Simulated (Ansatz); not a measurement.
Si (model structure, R-3m, No. 166, 6 atoms in the cell), treated with LDA (PAW; Ansatz, an electronic-structure program).

Numerical settings: plane-wave cutoff 520 eV, 10×10×10 k mesh, Fermi–Dirac smearing 0.01 eV, scalar-relativistic PAW data made under PBE.

Cell (relaxed at this level):

```
CELL_PARAMETERS angstrom
      1.90372     1.09911     9.40534
     -1.90372     1.09911     9.40534
      0.00000    -2.19823     9.40534
ATOMIC_POSITIONS crystal
  Si 0.73593 0.73593 0.73593
  Si 0.81933 0.81933 0.81933
  Si 0.18067 0.18067 0.18067
  Si 0.26407 0.26407 0.26407
  Si 0.95863 0.95863 0.95863
  Si 0.04137 0.04137 0.04137
```

Question: Give the computed band gap, Γ–Γ gap and bulk modulus.

Answer: 
band gap: 0.36 eV (on the SCF k mesh)
Γ–Γ gap: 1.35 eV
bulk modulus: 96.7 GPa

Note: the bulk modulus is −V dP/dV from two relaxed cells at ±2 % in volume; the relaxation could raise the start's symmetry but not lower it, so the cell can be a saddle point.

Computed values are for the static lattice.

Computing time: very roughly 2.1 core-minutes.

A model structure was made by putting elements into a prototype or built by hand; it is no filed structure, need not be a known phase, and can be a saddle point held by its symmetry.
